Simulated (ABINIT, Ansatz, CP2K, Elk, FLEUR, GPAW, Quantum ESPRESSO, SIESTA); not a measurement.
**InAu3 (Pmmn, 8 atoms in the cell) computed with different codes at matched settings**

Self-consistent single point, at a second geometry (lattice scaled by 0.98). First geometry:

```xyz
8
Lattice="4.8373 0.0000 0.0000 0.0000 5.7788 0.0000 0.0000 0.0000 5.2718" Properties=species:S:1:pos:R:3 pbc="T T T"
In     2.4187     2.8894     1.7685
In     0.0000     0.0000     3.5033
Au     0.0000     2.8894     3.4935
Au     2.4187     0.0000     1.7783
Au     0.0000     4.3256     0.8605
Au     0.0000     1.4532     0.8605
Au     2.4187     4.3426     4.4114
Au     2.4187     1.4362     4.4114
```

Shared settings, as Ansatz (a program for electronic structure) writes them: kpoints.mp_grid.grid = 3 3 3; scf.occupations.method = fermi_dirac; scf.occupations.width = 0.1 eV. Potentials and cutoffs stand in the table.

```json
[
 {"code": "ABINIT", "model": "PBEsol, norm-conserving pseudopotentials (PseudoDojo nc-sr-04 PBEsol standard)", "ΔF from the first geometry (meV/atom)": "-1.2", "pressure (GPa)": "4.50", "largest force (eV/Å)": "0.050", "cutoff": "38 Ha"},
 {"code": "SIESTA", "model": "GGA PBEsol, numerical atomic orbitals DZP, PseudoDojo PBEsol standard norm-conserving potentials (rewritten from UPF to PSML)", "ΔF from the first geometry (meV/atom)": "-2.9", "pressure (GPa)": "4.47", "largest force (eV/Å)": "0.140", "cutoff": "grid 300 Ry"},
 {"code": "Quantum ESPRESSO", "model": "PBEsol, GBRV 1.5 ultrasoft (PBESOL) pseudopotentials", "ΔF from the first geometry (meV/atom)": "-3.8", "pressure (GPa)": "3.64", "largest force (eV/Å)": "0.064", "cutoff": "40 Ry"},
 {"code": "CP2K", "model": "PBEsol, GPW, DZVP-MOLOPT-SR-GTH basis, GTH-PBE potentials (GTH_POTENTIALS)", "ΔF from the first geometry (meV/atom)": "36.8", "pressure (GPa)": "10.94", "largest force (eV/Å)": "0.140", "cutoff": "grid 500 Ry"},
 {"code": "Ansatz", "model": "PBEsol, PAW files made with PBE", "ΔF from the first geometry (meV/atom)": "-0.9", "pressure (GPa)": "4.51", "largest force (eV/Å)": "0.063", "cutoff": "default"},
 {"code": "Elk", "model": "PBEsol, all-electron FP-LAPW, Elk's shipped species files, default APW+lo basis", "ΔF from the first geometry (meV/atom)": "-16.4", "pressure (GPa)": "–", "largest force (eV/Å)": "–", "cutoff": "rgkmax 7"},
 {"code": "FLEUR", "model": "PBEsol, all-electron FLAPW (FLEUR), scalar-relativistic valence", "ΔF from the first geometry (meV/atom)": "-2.7", "pressure (GPa)": "–", "largest force (eV/Å)": "0.061", "cutoff": "Kmax 4 1/bohr"},
 {"code": "GPAW", "model": "PBEsol, GPAW PAW datasets PBEsol (made by gpaw-setup)", "ΔF from the first geometry (meV/atom)": "7.3", "pressure (GPa)": "5.82", "largest force (eV/Å)": "0.110", "cutoff": "550 eV"}
]
```

For Quantum ESPRESSO (by 0.4 GPa) the energy change implies a higher mean pressure, against the two pressures, than for the other programs: a sign of finite-basis (Pulay) stress.

Size of the force on each atom (eV/Å): Sizes of forces hide their directions.

| code | In1 | In2 | Au3 | Au4 | Au5 | Au6 | Au7 | Au8 |
|---|---|---|---|---|---|---|---|---|
| ABINIT | 0.015 | 0.015 | 0.049 | 0.049 | 0.050 | 0.050 | 0.050 | 0.050 |
| SIESTA | 0.012 | 0.012 | 0.034 | 0.034 | 0.140 | 0.140 | 0.140 | 0.140 |
| Quantum ESPRESSO | 0.015 | 0.015 | 0.064 | 0.064 | 0.041 | 0.041 | 0.041 | 0.041 |
| CP2K | 0.014 | 0.014 | 0.140 | 0.140 | 0.044 | 0.044 | 0.044 | 0.044 |
| Ansatz | 0.015 | 0.015 | 0.063 | 0.063 | 0.042 | 0.042 | 0.042 | 0.042 |
| FLEUR | 0.016 | 0.016 | 0.061 | 0.061 | 0.046 | 0.046 | 0.046 | 0.046 |
| GPAW | 0.023 | 0.023 | 0.110 | 0.110 | 0.033 | 0.033 | 0.033 | 0.033 |

A dash marks a value that a program does not give, or that is left out as unsure.

On Ansatz's run: spin-orbit coupling is off.

The spread over the programs that give each value: ΔF from the first geometry within 53.2 meV/atom; pressure within 7.30 GPa; largest force within 0.090 eV/Å.

SIESTA and CP2K use small atom-centred bases, whose incompleteness enters pressures, forces and empty levels differently from a plane-wave cutoff. Elk and FLEUR treat all electrons, but the usual bases taken here (sphere radii, linearisation, local orbitals, empty states) were not tested for convergence, so the values are no reference for the others. Ansatz's pressure is given at a fixed set of plane waves, as the other plane-wave codes print theirs; with its correction for the finite basis it is 4.56 GPa. In the pressure, CP2K (by 6.43) and GPAW (by 1.31) lie more than 1 GPa from the median of the plane-wave programs. In the force vectors, SIESTA (by 0.099) lies more than 0.08 eV/Å from the median of the plane-wave programs.

The shared mesh is coarse (it stands for a supercell whose shortest vector is 14 Å), so the values are not converged in it.

The starting cell comes from a database of computed structures (which also holds hypothetical and non-ambient phases and stackings), without a prior relaxation at this level. For this run, on top of that: lattice scaled by 0.98.

Keys are those of Ansatz 0.2.
